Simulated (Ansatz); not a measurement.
# Effect of Mg → Sr on MgO

The reference is MgO in the rock salt structure (space group Fm-3m, No. 225; a = 4.214 Å).

It is then changed as follows: every Mg is replaced by Sr; the structure is relaxed again.

All numbers come from DFT with PBEsol, PAW potentials and a 420 eV plane-wave cutoff in Ansatz (an electronic-structure program), no spin-orbit coupling. Γ-centred 11×11×11 mesh, Fermi–Dirac width 0.05 eV, for the changed cell.

```json
[
 {"quantity": "density", "base": "3.58 g/cm³", "changed": "5.12 g/cm³", "shift": "+1.54 g/cm³"},
 {"quantity": "lattice parameter a", "base": "4.214 Å", "changed": "5.122 Å", "shift": "+0.908 Å"},
 {"quantity": "space group", "base": "Fm-3m (No. 225)", "changed": "Fm-3m (No. 225)", "shift": "–"},
 {"quantity": "band gap", "base": "4.62 eV", "changed": "3.20 eV", "shift": "-1.42 eV"},
 {"quantity": "gap character", "base": "direct at Γ", "changed": "indirect, Γ → X", "shift": "–"},
 {"quantity": "smallest direct gap", "base": "4.62 eV", "changed": "3.26 eV", "shift": "-1.36 eV"},
 {"quantity": "electron mass", "base": "0.34 mₑ (at Γ)", "changed": "1.2 mₑ along k, 0.39 mₑ across (at X)", "shift": "–"}
]
```

Final structure:

```
SrO
1.0
    0.00000     2.56125     2.56125
    2.56125     0.00000     2.56125
    2.56125     2.56125     0.00000
O Sr
1 1
Direct
  0.00000   0.00000   0.00000
  0.50000   0.50000   0.50000
```

Effective masses come from finite differences of ±0.01 Å⁻¹. Along k means along the line from Γ to the band edge. No phonon test of stability was made.
